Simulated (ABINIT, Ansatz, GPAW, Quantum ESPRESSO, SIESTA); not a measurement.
Ta (Im-3m, 1 atom in the cell) computed with different codes at matched settings

Self-consistent single point.

```yaml
crystal:
  lattice:
    - [-1.67793, 1.67793, 1.67793]
    - [1.67793, -1.67793, 1.67793]
    - [1.67793, 1.67793, -1.67793]
  atoms:
    - { symbol: Ta, position: [0.00000, 0.00000, 0.00000] }
```

All programs got the same cell, k-point mesh and kind of occupations (in Ansatz's words: kpoints.mp_grid.grid = 18 18 18; scf.occupations.method = fermi_dirac; scf.occupations.width = 0.136 eV); potentials, basis and cutoffs are each program's usual ones.

```
code                                                                                                                                model  pressure (GPa)  k-points       cutoff
----------------  -----------------------------------------------------------------------------------------------------------------------  --------------  --------  -----------
GPAW                                                                                         PBE, GPAW PAW datasets PBE (gpaw-data 1.0.1)           -5.44       195       600 eV
SIESTA            GGA PBE, numerical atomic orbitals DZP, PseudoDojo PBE standard norm-conserving potentials (rewritten from UPF to PSML)           -8.21      3096  grid 350 Ry
Quantum ESPRESSO                                                                         PBE, SSSP 1.1.2 precision (PBE) pseudopotentials           -6.12       195        50 Ry
Ansatz                                                                                                             PBE, default PAW files           -5.72       195      default
ABINIT                                                                                                        PBE, PAW (JTH v2.0 PBE PAW)           -5.97       195        20 Ha
```

The spread over the programs that give each value: pressure within 2.77 GPa.

The starting cell comes from a database of computed structures (which also holds hypothetical and non-ambient phases and stackings), without a prior relaxation at this level. Its lattice was rescaled by a random factor within 2.5 % of one. On Ansatz's run: Spin-orbit coupling is off. Spin polarisation is off. In the base run, with a pressure of about -6 GPa the cell is away from its equilibrium volume at this level.

Problem. Why do the programs differ, and what cannot be compared?

Solution. Differences of this kind can come from the potentials, where these differ, and from what each basis and cutoff leave unconverged. The zero of total energies and Fermi levels follows the potentials and each program's conventions, so they are not compared here. SIESTA uses small atom-centred bases, whose incompleteness enters pressures, forces and empty levels differently from a plane-wave cutoff. Ansatz's pressure is given at a fixed set of plane waves, as the other plane-wave codes print theirs; with its correction for the finite basis it is -5.67 GPa. The programs reduce the same mesh by symmetry to different extents, which changes the work and not the result. In the pressure, SIESTA (by 2.36) lies more than 1 GPa from the median of the plane-wave programs.

Left out of this page: Elk and FLEUR (not drawn, or without a comparable value).

Ansatz is a program for electronic structure.

Keys are those of Ansatz 0.2.
